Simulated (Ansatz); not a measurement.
**Point defect Sb on the Si site in metastable 2H silicon carbide**

These are PBE, PAW (plane waves to 420 eV; Ansatz, a program for electronic structure) values and carry that method's errors. The supercell holds 96 host sites (3×2×2 repeats of the unit cell), with a 2×2×2 shifted k-point sampling for the final energies. Site at the start: the Si site. Charged cells carry a point-charge image correction with potential alignment at far atoms. Dielectric constants: PBE linear response of the host. Host gap at this level: 2.31 eV. These values are not converged in cell size to better than tenths of an eV. The semilocal functional narrows the gap, so deep levels can fall outside it. Spin–orbit coupling is left out, which matters for these heavy elements. Each state is the lowest found from its start.

```
charge         moment (μB)  largest move off a lattice site (Å)  image correction with alignment (eV)
------  ------------------  -----------------------------------  ------------------------------------
+1      not spin-polarised                                 0.18                                  0.39
0*                     1.0                                 0.21                                     –
−1†     not spin-polarised                                 0.38                                 -0.06
```

* At this level the carrier isn't localised at the defect: at charge 0 electrons occupy the conduction band. Such a state is shallow or no state of the defect, and this cell gives it no level.

† Not settled in this cell, so no level is given: charge −1: carriers not clearly localised, level within 0.1 eV of a band edge or past it.

Flagged in the runs: a host whose relaxation on this sampling wasn't shown to rest, a strain field that reaches the edge of the cell.
